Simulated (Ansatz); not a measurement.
A computed series for SnTe: response to strain

The parent structure is SnTe in the rock salt structure (space group Fm-3m, No. 225; a = 6.370 Å). Axes: x, y, z lie along the cube axes.

Strains are applied to the cell and any free atomic positions relax.

Computed with Ansatz (a program for electronic structure) r2SCAN, without spin-orbit coupling.

Notes on the quantities. energy relative to the base: free energy F; pressure: mean of the normal stresses, compression positive.

```tsv
change	energy relative to the base	pressure	volume per atom
base	0 meV/atom	0.00 GPa	32.30 Å³
uniaxial strain ε_zz = +0.50 %	[?]	-0.21 GPa	32.47 Å³
uniaxial strain ε_zz = +1.00 %	+1.2 meV/atom	-0.42 GPa	32.63 Å³
uniaxial strain ε_zz = +1.50 %	[?]	[?]	32.79 Å³
uniaxial strain ε_zz = +2.00 %	+4.7 meV/atom	[?]	32.95 Å³
uniaxial strain ε_zz = +2.50 %	+7.2 meV/atom	-0.95 GPa	33.11 Å³
uniaxial strain ε_zz = +3.00 %	+10 meV/atom	-1.11 GPa	33.27 Å³
```

Problem. Fill in the withheld entries from the trend.

Solution. 
- uniaxial strain ε_zz = +0.50 %, energy relative to the base: +0.3 meV/atom
- uniaxial strain ε_zz = +1.50 %, energy relative to the base: +2.7 meV/atom
- uniaxial strain ε_zz = +1.50 %, pressure: -0.61 GPa
- uniaxial strain ε_zz = +2.00 %, pressure: -0.79 GPa

Stability against distortions was not tested.
